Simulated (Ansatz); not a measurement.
Defect: Si-vacancy pair (Si on one host Ag site, one Ag site vacant) in fcc Ag, neutral cell. Calculation: PBE, PAW (plane waves to 420 eV; Ansatz, a program for electronic structure).

Cell of 32 host sites held at the relaxed PBE lattice; a 2×2×2 k-point mesh shifted by half a step; Fermi-Dirac width 0.10 eV, spin-restricted; finite-size errors left in. Static, classical nuclei. Forms of the defect that were not tried may lie lower.

Barriers: single points on a 4×4×4 k-point mesh shifted by half a step at the bands' geometries.

The step: direct exchange of Si with the vacancy (Si-vacancy distance between ideal sites 2.93 Å throughout). Atoms about the jump, Cartesian Å from the middle of the jump, before and after:

| atom | x0 | y0 | z0 | x1 | y1 | z1 |
|---|---|---|---|---|---|---|
| Si1 | 0.00 | -1.02 | -1.02 | 0.00 | 1.02 | 1.02 |
| Ag2 | 1.96 | 1.00 | -1.00 | 1.96 | 1.00 | -1.00 |
| Ag3 | -1.96 | 1.00 | -1.00 | -1.96 | 1.00 | -1.00 |
| Ag4 | -1.96 | -1.00 | 1.00 | -1.97 | -1.00 | 1.00 |
| Ag5 | 1.97 | -1.00 | 1.00 | 1.96 | -1.00 | 1.00 |
| Ag6 | 0.00 | 3.12 | -1.02 | 0.00 | 3.11 | -1.03 |
| Ag7 | 0.00 | 1.03 | -3.11 | 0.00 | 1.02 | -3.12 |
| Ag8 | 0.00 | -3.11 | 1.02 | 0.00 | -3.11 | 1.02 |
| Ag9 | 0.00 | -1.02 | 3.11 | 0.00 | -1.02 | 3.11 |
| Ag10 | -2.07 | -1.03 | -3.10 | -2.05 | -1.03 | -3.09 |
| Ag11 | 2.05 | 3.09 | 1.03 | 2.07 | 3.10 | 1.03 |
| Ag12 | 2.07 | -1.03 | -3.11 | 2.05 | -1.03 | -3.09 |
| Ag13 | -2.05 | 3.09 | 1.03 | -2.07 | 3.11 | 1.03 |
| Ag14 | 2.07 | -3.10 | -1.03 | 2.05 | -3.09 | -1.03 |
| Ag15 | -2.05 | 1.03 | 3.09 | -2.07 | 1.03 | 3.10 |
| Ag16 | -2.07 | -3.10 | -1.03 | -2.05 | -3.09 | -1.03 |
| Ag17 | 2.05 | 1.03 | 3.09 | 2.07 | 1.03 | 3.10 |

Task: Give the saddle-point geometry and the barrier.

Result: 
```csv
atom,x,y,z
Si1,0.00,0.01,-0.02
Ag2,2.10,1.03,-1.04
Ag3,-2.10,1.03,-1.04
Ag4,-2.09,-1.03,1.02
Ag5,2.09,-1.03,1.02
Ag6,0.00,3.07,-0.99
Ag7,0.00,0.98,-3.09
Ag8,0.00,-3.08,0.98
Ag9,0.00,-0.99,3.07
Ag10,-2.05,-1.04,-3.12
Ag11,2.05,3.11,1.03
Ag12,2.05,-1.05,-3.12
Ag13,-2.05,3.11,1.03
Ag14,2.05,-3.12,-1.05
Ag15,-2.05,1.04,3.10
Ag16,-2.05,-3.12,-1.05
Ag17,2.05,1.04,3.10
```
It lies 0.35 eV above the start and 0.35 eV above the end. The saddle point's order was not checked, and it lies on a symmetry element of the cell, where a band can be held.
